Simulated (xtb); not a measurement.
xtb 6.7.1, GFN2-xTB: Mo(NMe)(Cl)4 (C[N]=[Mo]([Cl])([Cl])([Cl])[Cl]), 10 atoms. The geometry is a generated start, not checked to be a minimum at this level.

- run flags = --grad
- method = GFN2-xTB
- --acc = 1 (default)
- --etemp (K) = 300 (default)
- basis functions = 61
- valence electrons = 46

```xyz
10

Mo     0.1864     0.5234     1.1797
N     -0.0573    -0.1715    -0.3864
C     -0.2598    -0.7293    -1.6469
H     -1.0749    -0.2087    -2.1615
H      0.6504    -0.6392    -2.2497
H     -0.5201    -1.7896    -1.5547
Cl    -1.8286     1.5062     1.6274
Cl     0.9726     2.6318     0.8343
Cl     2.3503    -0.0460     1.6758
Cl    -0.4190    -1.0771     2.6821
```

Charge 0 and multiplicity 1 are set for this test and not shown to be the ground state.

One run each on 1 thread. Values of broydamp tried: 0.02, 0.05, 0.1, 0.2, 0.4 (default), 0.6, 0.8, 1.

Problem. Which value of broydamp needs the fewest SCC iterations, and what happens away from it?

Solution. Fewest SCC iterations, within one of each other: 0.2 with 18, 0.4 (default) with 19. The count rises to 28 at 0.02. All converge to one solution.

| broydamp | SCC iterations | end |
|---|---|---|
| 0.02 | 28 | same solution |
| 0.05 | 25 | same solution |
| 0.1 | 21 | same solution |
| 0.2 | 18 | same solution |
| 0.4 (default) | 19 | same solution |
| 0.6 | 21 | same solution |
| 0.8 | 21 | same solution |
| 1 | 21 | same solution |
